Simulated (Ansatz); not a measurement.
Response to strain in BaS

The reference is BaS in the rock salt structure (space group Fm-3m, No. 225).

```
BaS
1.0
    0.00000     3.16573     3.16573
    3.16573     0.00000     3.16573
    3.16573     3.16573     0.00000
Ba S
1 1
Direct
  0.00000   0.00000   0.00000
  0.50000   0.50000   0.50000
```

Cartesian axes are those of the cell as printed.

Strains are applied to the cell and any free atomic positions relax; under biaxial strain the out-of-plane vector relaxes too.

Computed with DFT with PBEsol, PAW potentials and a 420 eV plane-wave cutoff in Ansatz (a quantum-chemistry and plane-wave program), scalar-relativistic without spin-orbit coupling.

Candidates:
(a) biaxial strain −2.50 %, plane normal [001], relaxed out of plane
(b) biaxial strain +2.50 %, plane normal [001], relaxed out of plane
(c) biaxial strain +2.00 %, plane normal [001], relaxed out of plane

Notes on the quantities. in-plane stress: mean in-plane stress (compression positive).

Problem. Order them by in-plane stress, lowest first.

Solution. (b) biaxial strain +2.50 %, plane normal [001], relaxed out of plane (-2.4 GPa), (c) biaxial strain +2.00 %, plane normal [001], relaxed out of plane (-2.0 GPa), (a) biaxial strain −2.50 %, plane normal [001], relaxed out of plane (+3.5 GPa)

Whether these cells are dynamically stable was not tested.
